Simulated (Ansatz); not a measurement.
Structures of equal composition on the (0001) surface of 4H silicon carbide (Si plane on top): (√3x√3)R30° In adatom at H3; (√3x√3)R30° In adatom at T4. The slabs share one bottom face, and each structure is named by its start. These are constructed structures in small cells; real faces may alloy, dewet or reconstruct in larger ones, and not all known structures of the face are among them. Slabs of about 10 Å, Fermi-Dirac smearing of 0.025 eV. Bottom of the slabs: H caps. Relaxed from the named starts with such symmetry as they have, on meshes of like density; energies extrapolated to zero smearing; spin only where a row says so; no spin-orbit coupling, no U. Brackets mark spin-polarised runs, whose order is one that fits the cell. Where a second, spin-polarised start was run, the lower counts.

Method: r2SCAN, at the PBE geometry (plane waves to 500 eV, PAW; Ansatz, a program for electronic structure).

**Question.** Rank these by energy per 1x1 cell (lowest first), as r2SCAN, at the PBE geometry gives it.

**Answer.** (√3x√3)R30° In adatom at T4 (0.000 eV, gap 1.25 eV on the mesh), (√3x√3)R30° In adatom at H3 (0.126 eV, gap 0.94 eV on the mesh)
